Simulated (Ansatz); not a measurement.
System: interstitial Cu in amorphous Si27O54 (a melt-quenched model of 81 atoms) (charge state +1). The step: a direct jump of one Cu atom; the atom moves 2.10 Å along (-0.16, 0.07, -0.10) of the unit cell; the moving atom starts with neighbours O at 1.91, O at 1.93, O at 2.41 Å and ends with O at 1.97, O at 2.02, O at 2.30 Å. A PBE band in Ansatz (plane-wave PAW, the Γ point alone, 81 host sites, 32 SCF runs with any check of the saddle's order, static, no finite-size correction) gives a forward barrier of 0.47 eV. The saddle point's order was not checked. The charge state is imposed; whether it is stable for some Fermi level was not computed. Sites that were not tried may lie lower. The start lies 0.17 eV above the lowest site run (PBE).

Single points at the band's start and saddle point can refine it. Rough cost of one point, in units of the band's mean SCF on the same machine:

```json
[
 {"Level": "PBE, a 2×2×2 k-point mesh shifted by half a step", "Cost of one point": "about 8"},
 {"Level": "r2SCAN at 500 eV, the Γ point alone", "Cost of one point": "about 4"},
 {"Level": "HSE06, Γ point alone", "Cost of one point": "about 20"}
]
```

### Question
Which of these move the barrier by more than 0.1 eV, and how far does each move it?

### Answer
Not one does. PBE, a 2×2×2 k-point mesh shifted by half a step: 0.00 eV; r2SCAN at 500 eV, the Γ point alone: -0.01 eV; HSE06, Γ point alone: -0.08 eV. Each functional is compared with PBE at the same k-points.

Ansatz is an electronic-structure program.
